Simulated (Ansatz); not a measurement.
# SiC: response to strain

Start from SiC in the zinc blende structure (space group F-43m, No. 216; a = 4.329 Å).

Strains are applied to the cell and any free atomic positions relax.

All numbers come from LDA (Ansatz, a quantum-chemistry and plane-wave program; PAW; 420 eV plane waves; spin-orbit coupling left out).

Notes on the quantities. energy relative to the base: free energy F.

```csv
isotropic strain (%),energy relative to the base (meV/atom)
-3,64.2
-2.5,43.9
-2,27.7
-1,6.7
-0.5,1.7
0,0.0
0.5,1.6
2,?
3,54.0
```

Task: Fit ΔE = Aε² + Bε³ (ε in %) to the rows shown and predict the withheld row.

Result: Least squares on the printed values gives A = 6.56 and B = -0.19 meV/atom (largest residual 0.1 meV/atom); this predicts 24.7 meV/atom, and the run gives 24.7 meV/atom, in agreement.

Whether these cells are dynamically stable was not tested.
